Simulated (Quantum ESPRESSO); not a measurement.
Input and output of a self-consistent single point for Hg (P1, 3 atoms in the cell) (Quantum ESPRESSO).

Method: LDA (PZ), GBRV 1.5 ultrasoft (LDA) pseudopotentials (plane waves; Quantum ESPRESSO 7.5).

The change in words: lattice scaled by 0.98. Reference geometry:
```yaml
crystal:
  lattice:
    - [5.46670, 0.00000, 0.00000]
    - [-2.73335, 4.73430, 0.00000]
    - [0.00000, 0.00000, 3.18522]
  atoms:
    - { symbol: Hg, position: [0.30303, 0.65895, 0.48289] }
    - { symbol: Hg, position: [0.67809, 0.34067, 0.49745] }
    - { symbol: Hg, position: [0.01889, 0.00038, 0.01966] }
```

Reference input (self-consistent single point, DFT, LDA (PZ), plane waves, GBRV 1.5 ultrasoft (LDA) pseudopotentials): ecutwfc = 40 Ry; ecutrho = 200 Ry; occupations = smearing; smearing = fermi-dirac; degauss = 0.0073499 Ry; potentials = {Hg: hg_lda_v1.uspp.F.UPF}; K_POINTS = automatic 5 5 7 0 0 0; conv_thr = 1e-10 Ry; mixing_beta = 0.3. This run's input differs from it in these lines:

```diff
@@ -10,3 +10,3 @@
   ibrav = 0
-  celldm(1) = 10.3305658055
+  celldm(1) = 10.1239544894
   nat = 3
@@ -33,4 +33,4 @@
    1.0000000000     0.0000000000     0.0000000000
-  -0.5000000000     0.8660253901     0.0000000000
-   0.0000000000     0.0000000000     0.5826586423
+  -0.5000000000     0.8660253938     0.0000000000
+   0.0000000000     0.0000000000     0.5826587170
```

The program printed (abridged):

```
     Self-consistent Calculation

     iteration #  1     ecut=    40.00 Ry     beta= 0.30

     Threshold (ethr) on eigenvalues was too large:
     Diagonalizing with lowered threshold

     total energy              =    -322.52628354 Ry
     estimated scf accuracy    <       0.02865664 Ry

     iteration #  2     ecut=    40.00 Ry     beta= 0.30

     total energy              =    -322.52742586 Ry
     estimated scf accuracy    <       0.00498822 Ry

     iteration #  3     ecut=    40.00 Ry     beta= 0.30

     total energy              =    -322.52737704 Ry
     estimated scf accuracy    <       0.00115439 Ry

   [... 7 blocks of this kind left out ...]

     iteration # 11     ecut=    40.00 Ry     beta= 0.30

     total energy              =    -322.52749733 Ry
     estimated scf accuracy    <          7.1E-10 Ry

     iteration # 12     ecut=    40.00 Ry     beta= 0.30
     End of self-consistent calculation

     the Fermi energy is     9.2635 ev

!    total energy              =    -322.52749733 Ry
     estimated scf accuracy    <          1.7E-11 Ry
     smearing contrib. (-TS)   =      -0.00110852 Ry
     internal energy E=F+TS    =    -322.52638881 Ry

     convergence has been achieved in  12 iterations

     Forces acting on atoms (cartesian axes, Ry/au):

     atom    1 type  1   force =     0.01328797    0.00449861   -0.00010093
     atom    2 type  1   force =    -0.01013448   -0.00607730   -0.00012247
     atom    3 type  1   force =    -0.00315349    0.00157868    0.00022340

     Total force =     0.018680     Total SCF correction =     0.000010

          total   stress  (Ry/bohr**3)                   (kbar)     P=      -33.54
  -0.00019295   0.00004095   0.00000079          -28.38        6.02        0.12
   0.00004095  -0.00023576  -0.00000197            6.02      -34.68       -0.29
   0.00000079  -0.00000197  -0.00025522            0.12       -0.29      -37.54

   JOB DONE.
```

The run converged in 12 iterations. Against the reference run the free energy falls by 38.9 meV/atom, the pressure goes from -4.31 to -3.35 GPa and the largest force goes from 0.247 to 0.361 eV/Å.

The starting cell comes from a database of computed structures (which also holds hypothetical and non-ambient phases and stackings), without a prior relaxation at this level. Its atoms were displaced at random from the sites of space group no. 191. For this run, on top of that: lattice scaled by 0.98. With a pressure of about -3 GPa the cell is away from its equilibrium volume at this level.

Cost on one core of a shared machine: roughly 60 s.
